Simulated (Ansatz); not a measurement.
# O on the 1x1 (10-10) surface of wurtzite ZnO (cut with top plane O + Zn), one in a 2x1 cell, started at the site 'hollow O'

Host crystal: wurtzite ZnO, with a band gap (PBE, scalar-relativistic without spin-orbit coupling).

All values below come from PBE (plane waves to 420 eV, PAW; Ansatz, a first-principles code).

Slab: 33 atoms, 9.4 Å thick at the start under the adsorbate (thin: gaps and levels are the slab's own); k 3x4x1, smearing 0.01 eV, dipole-corrected; 16 atoms held, the rest relaxed; no symmetry held; spin-polarised, no spin-orbit, no U, no dispersion correction. The starting moment vanished. At the end it is bonded to O + Zn. In PBE it is, or lies within 0.03 eV of, the lowest of the starts that converged.

| Quantity | Value |
|---|---|
| energy of the end state, in which the adsorbate paired with a surface O atom, against ½ O2(g) | 1.01 eV |
| change of the step from the bottom to the top vacuum level, against the clean slab | 0.97 eV |
| energy released by relaxation | 1.83 eV |
| height of the binding atom over the mean of the host atoms within 0.3 Å of the top one | 107.2 pm |
| magnetic moment of the cell | 0.00 μB |
| largest move of a host atom | 0.56 Å |
| note | in the relaxation the adsorbate left its starting site by 0.8 Å |
| cost | very roughly 25 core-minutes |

A negative adsorption energy means that the adsorbate is more stable on the surface than in its reference.
